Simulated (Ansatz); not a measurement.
A computed series for PtS2: pressure series

Start from PtS2 in the CdI2 type structure (space group P-3m1, No. 164; layered, stacked along the Cartesian z axis).

```xyz
3
Lattice="3.5523 0.0000 0.0000 -1.7761 3.0764 0.0000 0.0000 0.0000 5.1280" Properties=species:S:1:pos:R:3 pbc="T T T"
Pt     0.0000     0.0000     0.0000
S      0.0000     2.0509     1.2259
S      1.7761     1.0255     3.9021
```

Cell and atoms are relaxed at each pressure.

Level of theory: r2SCAN+rVV10, PAW, 500 eV (Ansatz, a first-principles code; scalar-relativistic without spin-orbit coupling).

```json
[
 {"variant": "base", "band gap": "0.80 eV", "c/a ratio": "1.444", "volume per atom": "18.68 Å³"},
 {"variant": "pressure −1 GPa", "band gap": "1.07 eV", "c/a ratio": "1.527", "volume per atom": "19.72 Å³"},
 {"variant": "pressure 0.3 GPa", "band gap": "0.71 eV", "c/a ratio": "1.425", "volume per atom": "18.46 Å³"},
 {"variant": "pressure 0.7 GPa", "band gap": "0.61 eV", "c/a ratio": "1.404", "volume per atom": "18.20 Å³"},
 {"variant": "pressure 1.5 GPa", "band gap": "0.46 eV", "c/a ratio": "1.371", "volume per atom": "17.77 Å³"},
 {"variant": "pressure 3 GPa", "band gap": "0.22 eV", "c/a ratio": "1.325", "volume per atom": "17.17 Å³"},
 {"variant": "pressure 5 GPa", "band gap": "zero", "c/a ratio": "___", "volume per atom": "___"},
 {"variant": "pressure 7.5 GPa", "band gap": "zero", "c/a ratio": "1.254", "volume per atom": "16.10 Å³"},
 {"variant": "pressure 10 GPa", "band gap": "zero", "c/a ratio": "1.234", "volume per atom": "15.71 Å³"}
]
```

### Question
What belongs in the blanks?

### Answer

- pressure 5 GPa, c/a ratio: 1.285
- pressure 5 GPa, volume per atom: 16.61 Å³

The mesh was chosen for an insulator and is coarse for the gapless case. With Pt present, leaving out spin-orbit coupling can change the band edges. Load acts through the strain it causes; cell and atoms are relaxed under it. Stability against distortions was not tested. No other phases were tried under pressure. The final runs are not spin-polarised. A zero or small gap of PtS2 under pressure 3 GPa, PtS2 under pressure 5 GPa, PtS2 under pressure 7.5 GPa and PtS2 under pressure 10 GPa can be the functional's error rather than a property of the material.
